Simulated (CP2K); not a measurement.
**Several settings converged on As (R-3m, 2 atoms in the cell)**

```xyz
2
Lattice="4.1534 0.0000 0.0000 2.4344 3.3652 0.0000 2.4344 1.2435 3.1270" Properties=species:S:1:pos:R:3 pbc="T T T"
As     2.0906     1.0679     0.7246
As     6.9742     3.5625     2.4172
```

Base method: PBE, GPW, DZVP-MOLOPT-SR-GTH basis, GTH-PBE potentials (GTH_POTENTIALS) (CP2K).

Base settings: CUTOFF = 400 Ry; REL_CUTOFF = 50 Ry; SMEAR/METHOD = FERMI_DIRAC; ELECTRONIC_TEMPERATURE = 1160.45 K; KPOINTS/SCHEME = MONKHORST-PACK 5 5 5; XC_FUNCTIONAL = PBE; As/BASIS_SET = DZVP-MOLOPT-SR-GTH; As/POTENTIAL = GTH-PBE-q5; METHOD = GPW; EPS_DEFAULT = 1e-10.

**The k-point mesh at a smearing width of 0.02 eV**

In this ladder: ELECTRONIC_TEMPERATURE = 232.09 K. Moved along: GAMMA_CENTERED.

Only quantities that move along the ladder and can be compared are tabulated.

| KPOINTS/SCHEME | free energy less the last step's (meV/atom) | pressure (GPa) | largest difference of a force vector from the last step's (eV/Å) |
|---|---|---|---|
| MONKHORST-PACK 4 4 4 | -24.24 | 1.57 | 0.308 |
| MONKHORST-PACK 5 5 5 | -17.94 | 1.19 | 0.161 |
| MONKHORST-PACK 7 7 7 | -10.27 | 1.35 | 0.040 |
| MONKHORST-PACK 10 10 10 | -3.18 | 1.38 | 0.016 |
| MONKHORST-PACK 12 12 12 | -1.60 | 1.44 | 0.011 |
| MONKHORST-PACK 14 14 14 | -0.81 | 1.45 | 0.008 |
| MONKHORST-PACK 17 17 17 | -0.13 | 1.47 | 0.004 |
| MONKHORST-PACK 20 20 20 | 0.00 | 1.48 | 0.000 |

Coarsest KPOINTS/SCHEME that holds the pressure within 0.2 GPa of the last step, with all finer ones: MONKHORST-PACK 7 7 7; the step before is off by 0.29 GPa.

Coarsest KPOINTS/SCHEME that holds the free energy within 2 meV/atom of the last step, with all finer ones: MONKHORST-PACK 12 12 12; the step before is off by 3.2 meV/atom.

**The width of Fermi-Dirac smearing**

In this ladder: KPOINTS/SCHEME = MONKHORST-PACK 8 8 8; GAMMA_CENTERED = T.

Narrow widths need finer meshes than wide ones, so the last steps can hold mesh noise.

Only quantities that move along the ladder and can be compared are tabulated; pressure and forces are left out, as mesh noise rules them at narrow widths.

| ELECTRONIC_TEMPERATURE | free energy less the last step's (meV/atom) | energy extrapolated to zero width less the last step's (meV/atom) |
|---|---|---|
| 11604.5 K | -617.81 | 131.70 |
| 5802.26 K | -102.40 | 35.82 |
| 3481.36 K | -24.15 | 9.38 |
| 2320.9 K | -7.04 | 2.48 |
| 1160.45 K | 0.00 | 0.00 |

Widest ELECTRONIC_TEMPERATURE that holds the energy extrapolated to zero width within 2 meV/atom: not settled: the last two steps still differ by 2.5 meV/atom, over half the tolerance, so the ladder does not show it.

Widest ELECTRONIC_TEMPERATURE that holds the free energy within 5 meV/atom: not settled: the last two steps still differ by 7.0 meV/atom, over half the tolerance, so the ladder does not show it.

**The width of cold smearing**

In this ladder: SMEAR/METHOD = MARZARI_VANDERBILT; ELECTRONIC_TEMPERATURE = default; KPOINTS/SCHEME = MONKHORST-PACK 8 8 8; GAMMA_CENTERED = T.

Narrow widths need finer meshes than wide ones, so the last steps can hold mesh noise.

Only quantities that move along the ladder and can be compared are tabulated; pressure and forces are left out, as mesh noise rules them at narrow widths.

```csv
SIGMA,free energy less the last step's (meV/atom)
0.5 eV,2.11
0.3 eV,0.07
0.2 eV,-0.05
0.1 eV,-0.02
0.05 eV,0.00
```

Widest SIGMA that holds the free energy within 0.5 meV/atom of the last step, with all finer ones: 0.3 eV; the step before is off by 2.1 meV/atom.

On the base run: the starting cell has typed, rounded lattice constants, without a prior relaxation at this level. Its lattice was rescaled by up to half a per cent. One atom was moved a little off its site on purpose. Values carry the incompleteness of an atom-centred basis. Without a gap this mesh is coarse (it stands for a supercell whose shortest vector is 19 Å).

Left out of this page: 4 runs of the series outside the window shown, repeating another row's setting, or not comparable; 1 run of the series unsound by tests on forces, stress, charge or solver warnings.
